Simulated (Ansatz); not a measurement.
Base system: MgSe in the rock salt structure (space group Fm-3m, No. 225; a = 5.508 Å).

The values are results of Ansatz (a first-principles code), PBE, PAW, cutoff 420 eV, without spin-orbit coupling, not measurements.

One change was made to it. Results:

| quantity | base | after |
|---|---|---|
| lattice parameter a | 5.508 Å | 5.427 Å |
| electron mass | 0.48 mₑ along k, 0.24 mₑ across (at X) | 0.49 mₑ along k, 0.24 mₑ across (at X) |
| band gap | 1.77 eV | 1.85 eV |

Question: Name the change that was made.
A. pressure −2 GPa
B. pressure 0.7 GPa
C. pressure 0.3 GPa
D. pressure 1.5 GPa
E. pressure 3 GPa

Answer: E, pressure 3 GPa. For comparison, the electron mass in the other runs: pressure −2 GPa gives 0.47 mₑ along k, 0.24 mₑ across (at X); pressure 1.5 GPa gives 0.48 mₑ along k, 0.24 mₑ across (at X); pressure 0.7 GPa gives 0.48 mₑ along k, 0.24 mₑ across (at X); pressure 0.3 GPa gives 0.48 mₑ along k, 0.24 mₑ across (at X).

Load acts through the strain it causes; cell and atoms are relaxed under it. Effective masses come from finite differences of ±0.01 Å⁻¹. Along k means along the line from Γ to the band edge. Stability against distortions was not tested.
